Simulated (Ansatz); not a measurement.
The starting structures come from a database of crystals and need not be the phases stable at ambient conditions.

 Where the default PAW files enter, the runs use the earlier of Ansatz's two default sets.

The decay constant κ of evanescent states in the gap governs leakage through a thin film.

Consider the following.

```
CdRh2O4
1.0
    6.23127     0.00000     0.00000
    0.00000     6.23127     0.00000
    3.11563    -3.11563     4.40617
Cd Rh O
2 4 8
Direct
  0.75000   0.75000   0.50000
  0.00000   0.00000   0.00000
  0.37500   0.37500   0.25000
  0.37500   0.37500   0.75000
  0.37500   0.87500   0.25000
  0.87500   0.37500   0.75000
  0.14314   0.14314   0.71372
  0.60686   0.60686   0.21372
  0.14314   0.57058   0.71372
  0.17942   0.60686   0.21372
  0.14314   0.14314   0.28628
  0.60686   0.60686   0.78628
  0.57058   0.14314   0.28628
  0.60686   0.17942   0.78628
```

Space group of this cell: Fd-3m, spinel. The cell is taken as given; by r2SCAN its mean pressure is -0.9 GPa.

Transport runs along the normal of the first two printed cell vectors, the (001) plane of the conventional cell.

The gap is the functional's own, uncorrected, and κ follows it; spin-orbit coupling is left out. Mid-gap values are interpolated between the computed energies.

Estimate the band gap and the smallest decay constant κ at mid-gap that r2SCAN (Ansatz, an electronic-structure program) returns for this system.

Gap 1.29 eV on a 8×8×8 mesh; κ = 0.211 1/Å, at the zone centre.
